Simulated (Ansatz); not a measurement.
Structures of equal composition on the (111)A surface of 3C silicon carbide (Si plane on top): (√3x√3)R30° Sb adatom at H3; (√3x√3)R30° Sb adatom at T4. The slabs share one bottom face, and each structure is named by its start. These are constructed structures in small cells; real faces may alloy, dewet or reconstruct in larger ones, and not all known structures of the face are among them. Slabs of about 10 Å, Fermi-Dirac smearing of 0.025 eV. Bottom of the slabs: H caps. Relaxed from the named starts with such symmetry as they have, on meshes of like density; energies extrapolated to zero smearing; spin only where a row says so; no spin-orbit coupling, no U. Brackets mark spin-polarised runs, whose order is one that fits the cell. Where a second, spin-polarised start was run, the lower counts.

Computed with PBE (plane waves to 420 eV, PAW; Ansatz, a quantum-chemistry and plane-wave program).

Problem. Order them by energy per 1x1 cell (lowest first) at the level PBE.

Solution. (√3x√3)R30° Sb adatom at T4 (0.000 eV, gap 1.60 eV on the mesh), (√3x√3)R30° Sb adatom at H3 (0.114 eV, gap 1.38 eV on the mesh)
